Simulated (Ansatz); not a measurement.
Here is the system:

End structure of Au on the 1x1 (111) surface of fcc Ag, one in a 2x2 cell, started at the site 'bridge Ag-Ag (span 2.9 Å)':

```xyz
17
Lattice="5.8668 0.0000 0.0000 -2.9334 5.0808 0.0000 0.0000 0.0000 26.5000" Properties=species:S:1:pos:R:3 pbc="T T T"
Ag     0.0000     1.6936     9.6916
Ag    -1.4667     4.2340     9.6916
Ag     2.9334     1.6936     9.6916
Ag     1.4667     4.2340     9.6916
Ag     1.4667     0.8468    12.0709
Ag     0.0000     3.3872    12.0709
Ag     4.4001     0.8468    12.0709
Ag     2.9334     3.3872    12.0709
Ag    -0.0054    -0.0031    14.4295
Ag    -1.4719     2.5374    14.4632
Ag     2.9271    -0.0033    14.4289
Ag     1.4607     2.5366    14.4289
Ag    -0.0302     1.6990    16.8139
Ag    -1.4771     4.2051    16.8139
Ag     2.9474     1.7017    16.8096
Ag     1.4555     4.2275    16.8108
Au     1.4709     0.8492    18.9407
```

Set-up: 17 atoms, 7.1 Å thick at the start under the adsorbate (thin: gaps and levels are the slab's own); mesh 6x6x1; 0.1 eV smearing; dipole correction on; 8 atoms held, the rest relaxed; start symmetry kept, larger cells not searched; no spin, no spin-orbit, no U, no dispersion correction. At the end it is bonded to 3 Ag. In PBE it is, or lies within 0.03 eV of, the lowest of the starts that converged.

A negative adsorption energy means that the adsorbate is more stable on the surface than in its reference.

Q: What change of the step from the bottom to the top vacuum level, against the clean slab does PBE run with Ansatz (a first-principles code) give?

A: 0.26 eV

Q: Estimate the change of the work function that PBE returns for this input.

A: 0.23 eV

Q: What is the computed adsorption energy against an atom of fcc Au (PBE)?

A: 0.57 eV

Q: What work function of the top face does PBE give?

A: 4.67 eV
